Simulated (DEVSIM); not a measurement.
Device: abrupt Si p-n junction, at 400 K.

```tsv
layer (left to right)	material	thickness (μm)	Nd (cm⁻³)	Na (cm⁻³)	τn (s)	τp (s)
1	Si	0.180	-	1.2e17	3.7e-5	3.7e-5
2	Si	6.70	1.1e17	-	3.7e-5	3.7e-5
```

Left contact: ohmic. Right contact: ohmic. Voltage is applied to the left contact. Recombination: SRH at mid-gap. Mobility is constant in doping.

The device is made up for the run: typed textbook-type constants, with dimensions and the other settings drawn at random. Values at 300 K; Nc and Nv go as T^1.5, mobilities as T to minus their exponent, the gap by Varshni's rule with the affinity fixed.

| parameter | Si |
|---|---|
| gap (eV) | 1.124 |
| affinity (eV) | 4.05 |
| permittivity | 11.7 |
| Nc (cm⁻³) | 2.86e19 |
| Nv (cm⁻³) | 3.1e19 |
| μn (cm²/Vs) | 1417 |
| μp (cm²/Vs) | 470 |
| T exponent of μn | 2.3 |
| T exponent of μp | 2.2 |
| Varshni α (eV/K) | 0.000473 |
| Varshni β (K) | 636 |

Simulated with DEVSIM: 1D drift-diffusion, Boltzmann statistics, complete ionisation; no tunnelling, impact ionisation, image-force lowering or self-heating.

The thickness of layer 1 was swept, all else fixed.

| thickness of layer 1 (μm) | dark forward voltage at 1 A/cm² (V) | dark forward voltage at 100 A/cm² (V) |
|---|---|---|
| 0.036 | 0.230 | 0.409 |
| 0.063 | 0.265 | 0.442 |
| 0.11 | 0.302 | 0.473 |
| 0.18 | 0.326 | 0.494 |
| 0.31 | 0.349 | 0.515 |
| 0.54 | 0.370 | 0.535 |
| 0.9 | 0.388 | 0.552 |

From the first row to the last the dark forward voltage at 1 A/cm² goes from 0.230 to 0.388. From the first row to the last the dark forward voltage at 100 A/cm² goes from 0.409 to 0.552.
